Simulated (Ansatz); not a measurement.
The parent structure is Ag in the fcc (Cu type) structure (space group Fm-3m, No. 225; a = 4.104 Å; relaxed with 0.1 eV smearing). Axes: x, y, z lie along the cube axes.

Computed with plane-wave PAW DFT at the r2SCAN level (Ansatz, a quantum-chemistry and plane-wave program, 500 eV), no spin-orbit coupling.

For the base:

* **Shortest interatomic distance**: 2.902 Å

Perturbation: the cell is compressed by 3.00 % along z with no lateral relaxation; the atoms relax in the strained cell.

What does the calculation give for the stress, energy relative to the base and shortest interatomic distance after the change?

The stress (xx, yy, zz, yz, xz, xy; compression positive) amounts to (3.1, 3.1, 4.1, 0.0, 0.0, 0.0) GPa; the energy goes up by 6.4 meV/atom; the shortest interatomic distance falls by 0.043 Å (2.902 Å → 2.859 Å).

Stability against distortions was not tested.
